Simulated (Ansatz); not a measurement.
Levels about the gap of amorphous Al₂₈O₄₄Hf (73 atoms in a cell of 803 Å³, 3.39 g/cm³; zone centre alone, so wide bands show as single levels with stretches between that a denser mesh fills), at the geometry that PBE relaxed, where it gives -0.1 GPa on a denser mesh. The participation number counts the atoms over which a state spreads; weights are charges in smoothed Voronoi cells. The levels come from a single point, so bond lengths are those of that geometry. Method of the levels: PBE, scalar-relativistic without spin-orbit coupling (Ansatz, a program for electronic structure). Sampling: the zone centre alone; Fermi-Dirac width 0.02 eV; no spin polarisation. At PBE the levels at the filled edge of the gap are localised (band-tail or defect states), and the nearest spread-out levels lie 4.1 eV apart at the zone centre.

It comes from a melt-quench run on a machine-learned potential (CHGNet), relaxed afterwards by DFT. O atoms were pushed apart under 1.9 Å during the dynamics, to hinder bonds among them. The hot cell started wider than the set density and was brought back towards it in steps. It is the lowest in DFT energy of 2 quenches. It is a model cell: composition and starting density were chosen by hand, and all elements were melted together. No dispersion term was used. Its density started from a set value of 3.39 and ended at 3.39 g/cm³. Cooling (nominally 280 K/ps over its main leg) ran many orders faster than in experiment, which tends to leave more defects and strain. Values belong to this one cell and scatter from quench to quench. The volume was held where the preparation left it and the shape relaxed, at a PBE pressure of -0.1 GPa (tension).

```
E - E(highest filled), eV  filling  participation number        largest on  weight O  weight Hf  weight Al
-------------------------  -------  --------------------  ----------------  --------  ---------  ---------
-0.47                       filled                  16.2   O, 3 neighbours      0.95       0.00       0.05
-0.42                       filled                  12.9   O, 3 neighbours      0.95       0.00       0.05
-0.33                       filled                   6.6   O, 2 neighbours      0.95       0.00       0.05
-0.26                       filled                   8.1   O, 2 neighbours      0.95       0.00       0.04
-0.19                       filled                  13.7   O, 3 neighbours      0.95       0.00       0.04
-0.13                       filled                   5.5   O, 2 neighbours      0.95       0.00       0.05
0.00                        filled                   7.7   O, 3 neighbours      0.95       0.00       0.05
3.61                         empty                  48.6  Al, 4 neighbours      0.60       0.04       0.36
4.41                         empty                   2.8  Hf, 4 neighbours      0.35       0.58       0.07
4.72                         empty                   2.5  Hf, 4 neighbours      0.35       0.62       0.03
5.22                         empty                   9.2  Hf, 4 neighbours      0.49       0.27       0.24
5.46                         empty                   6.6  Hf, 4 neighbours      0.46       0.36       0.18
5.58                         empty                   5.2  Hf, 4 neighbours      0.46       0.41       0.13
5.80                         empty                  25.0  Hf, 4 neighbours      0.56       0.10       0.33
```

Most localised among these is the empty level at +4.72 eV, on a Hf atom, which has 4 neighbours (O 1.91 Å, O 1.98 Å, O 2.01 Å, O 2.09 Å).
